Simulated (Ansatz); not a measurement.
Results of PBEsol (PAW; Ansatz, a first-principles code) for Sr2NH (R-3m, No. 166, 4 atoms in the cell; start mp-690794).

Settings: plane-wave cutoff 500 eV, 12×12×12 k mesh, Fermi–Dirac smearing 0.05 eV, scalar-relativistic PAW data made under PBE.

Cell (relaxed at this level):

Space group R-3m, hexagonal axes (No. 166); a = b = 3.767 Å, c = 18.730 Å, α = β = 90.00°, γ = 120.00°

```
atom  site  symmetry       x       y       z
----  ----  --------  ------  ------  ------
Sr      6c        3m  0.0000  0.0000  0.2390
H       3a       -3m  0.0000  0.0000  0.0000
N       3b       -3m  0.0000  0.0000  0.5000
```
(The calculation used a cell of 4 atoms; values per cell refer to that cell.)

Question: What does this level give for the band gap?

Answer: 
band gap: 1.76 eV (on the SCF k mesh)

Note: the relaxation could not lower the start's symmetry, so the cell can be a saddle point above a distorted one.

Spin–orbit coupling is not included.

A start named mp-… is a Materials Project structure, which need not be a measured phase.
